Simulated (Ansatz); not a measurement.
A self-consistent single point of GaCuSeS (I2_12_12_1, 8 atoms in the cell) with Ansatz (a quantum-chemistry and plane-wave program).

Level of theory: PBEsol+U, PAW files made with PBE (plane waves; Ansatz).

```
CELL_PARAMETERS angstrom
     -2.73550     2.73909     5.43389
      2.73550    -2.73909     5.43389
      2.73550     2.73909    -5.43389
ATOMIC_POSITIONS crystal
  Ga 0.13037 0.88037 0.25000
  Ga 0.36963 0.61963 0.75000
  Cu 0.63620 0.38620 0.25000
  Cu 0.86380 0.11380 0.75000
  Se 0.25000 0.49201 0.24201
  Se 0.75000 0.00799 0.25799
  S  0.49942 0.25000 0.74942
  S  0.00058 0.75000 0.75058
```

Reference input (self-consistent single point, DFT, PBEsol, plane waves, PAW files made with PBE): basis.ecutwfc = 420 eV; kpoints.mp_grid.grid = 3 3 3; hamiltonian.xc = pbesol; hamiltonian.pseudopotentials = {kind: paw} (the program's default PAW files); scf.occupations.method = fermi_dirac; scf.occupations.width = 0.02 eV. This run's input differs from it in these lines:

Ansatz 0.2 input:
```diff
@@ -24,2 +24,6 @@
     kind: paw
+  hubbard:
+    sites:
+      - { species: Cu, l: d, u_eff: 5.0 }
+    projectors: ortho-atomic
 scf:
```

Output, abridged:

```
SCF iter   1: F=—  HF=-33286.582130 eV  |F-HF|=—  |Δ(HF+E_count)|=         —  Δρ=5.01e-2  dr2=3.29e0  ethr=3.05e-3  ⟨swp⟩=1.1  Hψ=2560  notcnv=0
all-band conjugate gradients solve this SCF's bands
preconditioner: auto → Resta (q_TF=auto, 2.548 Å⁻¹)
SCF iter   2: F=—  HF=-33285.835589 eV  |F-HF|=—  |Δ(HF+E_count)|=   7.47e-1  Δρ=3.01e-2  dr2=8.28e-1  ethr=3.04e-3  ⟨swp⟩=3.0  Hψ=787  notcnv=0
   [... lines left out ...]
SCF iter   9: F=—  HF=-33285.592580 eV  |F-HF|=—  |Δ(HF+E_count)|=   2.09e-5  Δρ=6.26e-5  dr2=3.47e-6  ethr=2.55e-8  ⟨swp⟩=2.0  Hψ=845  notcnv=0  defer=43
SCF iter  10: F=—  HF=-33285.592584 eV  |F-HF|=—  |Δ(HF+E_count)|=   4.33e-6  Δρ=1.16e-5  dr2=1.93e-7  ethr=3.21e-9  ⟨swp⟩=2.0  Hψ=684  notcnv=0  defer=43
SCF iter  11: F=—  HF=-33285.592585 eV  |F-HF|=—  |Δ(HF+E_count)|=   2.65e-7  Δρ=1.20e-5  dr2=1.41e-7  ethr=9.26e-11  ⟨swp⟩=11.5  Hψ=2628  notcnv=0
SCF iter  12: F=-33285.592585 eV  HF=-33285.592585 eV  |F-HF|=7.31e-9  |Δ(HF+E_count)|=   8.92e-9  Δρ=1.97e-6  dr2=4.85e-9  ethr=9.26e-11  ⟨swp⟩=3.0  Hψ=1978  notcnv=0
SCF 1 converged in 12 iterations: F = -33285.592585 eV  dr2 = 4.85e-9
Free energy (F): -33285.592585 eV
Internal energy: -33285.592585 eV  (E = F + TS)
E sigma→0 (E₀):  -33285.592585 eV
Fermi energy:    8.025309 eV
--- Forces (eV/Å), atoms counted from 1 ---
  atom   1  Ga     0.00000000     0.00000000    -0.08537365
  atom   2  Ga     0.00000000     0.00000000     0.08537365
  atom   3  Cu     0.00000000     0.00000000     0.01501133
  atom   4  Cu     0.00000000     0.00000000    -0.01501133
  atom   5  Se     0.08609347     0.00000000     0.00000000
  atom   6  Se    -0.08609347     0.00000000     0.00000000
  atom   7  S      0.00000000    -0.22303220     0.00000000
  atom   8  S      0.00000000     0.22303220     0.00000000
--- Stress (GPa, compression-positive) ---
       -1.423472       0.000000       0.000000
        0.000000      -1.336697       0.000000
        0.000000       0.000000      -1.475777
  P = ⅓ Tr σ = -1.4120 GPa (-14.120 kbar)
  The stress holds the Pulay correction. Without it, at fixed plane waves, as pw.x and ABINIT print it: P = -1.4653 GPa
Occupation matrices written to occupation_matrices
```

The run converged in 12 iterations. Against the reference run the pressure goes from -1.98 to -1.41 GPa, the largest force goes from 0.112 to 0.223 eV/Å and the gap on the mesh goes from 0.352 to 0.879 eV.

The starting cell comes from a database of computed structures (which also holds hypothetical and non-ambient phases and stackings), without a prior relaxation at this level. Spin polarisation is off. The U value is a test value, and with U on an open shell several self-consistent states can exist. Ansatz's pressure includes its estimate of the finite-basis (Pulay) stress.
